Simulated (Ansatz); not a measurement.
BaHfO3: energy against volume

BaHfO3 (cubic perovskite, Pm-3m, 14.884 Å³/atom and stress up to 0.01 GPa in the relaxed cell, cube axes along x, y and z) under an equal strain ε along all three axes. PBE in Ansatz, a plane-wave DFT program (PAW, default set), 420 eV, 8×8×8 Γ-centred mesh, Fermi-Dirac smearing 0.05 eV; ions are relaxed, or left where forces stay under 0.02 eV/Å, within the symmetry of each cell.

Here V stands for volume and E for E less E0.

```
volume (Å³/atom)  E less E0 (meV/atom)  pressure (GPa)
----------------  --------------------  --------------
14.0944                          22.37            9.53
14.3543                           9.68            6.08
14.6174                           2.44            2.91
14.8837                           0.00           -0.01
15.1532                           2.31           -2.68
15.4260                           8.97           -5.13
15.7020                          19.82           -7.38
16.2638                              ?               ?
```

The 7 complete rows are fitted with the third-order Birch-Murnaghan form, a cubic in V^(-2/3), E against V. With u = V^(-2/3) - 0.165, the rows have u = 0.006383, 0.004308, 0.002271, 0.000270, -0.001696, -0.003627, -0.005524. Least squares gives E = 0.054 - 322.2·u + 593145·u² + 730063·u³. Residuals (row less fit): 0.016, -0.052, 0.050, -0.010, 0.007, -0.021, 0.010; standard error 0.045 (degrees of freedom: 3). Its minimum lies at u = 0.000271, so V0 = (0.165271)^(-3/2) = 14.88. There d²E/du² = 1187000 and d³E/du³ = 4380000, so B0 = (4/9) × 14.88^(-7/3) × 1187000 × 0.160218 = 155 GPa (the last factor turns the table's units into GPa), and B0' = 4 + (2/3) × 0.165271 × (4380000)/1187000 = 4.4. B0' rests on the cubic coefficient alone and has a standard error of 0.2 from these residuals.

**Question.** Predict the withheld E at V = 16.2638 from the fit, and compare with the calculation.

**Answer.** u = -0.009218, so E = 0.054 - 322.2 × (-0.009218) + 593145 × (-0.009218)² + 730063 × (-0.009218)³ = 52.853 meV/atom. The calculation gives 52.81 meV/atom, 0.043 meV/atom below the prediction (0.1 % of the range of E in the table). The row lies outside the fitted rows, so this is an extrapolation. From the scatter of the fitted rows alone, a prediction at this place has a standard error of 0.276 meV/atom, so the miss is 0.2 times that.

The primitive cell can neither tilt nor turn polar against its symmetry, as such crystals can under strain. Other structures, which can take over under pressure, weren't tried. The same form fitted to the pressure column gives B0' = 4.4; series where the two differ by over 0.4 aren't shown. Rows are the converged runs of the series near zero and its far end, less any whose ions stayed unrelaxed beside relaxed ones; series whose fitted rows scatter by over a few per cent of the range, as at a crossing or softening among them, aren't shown in this form.
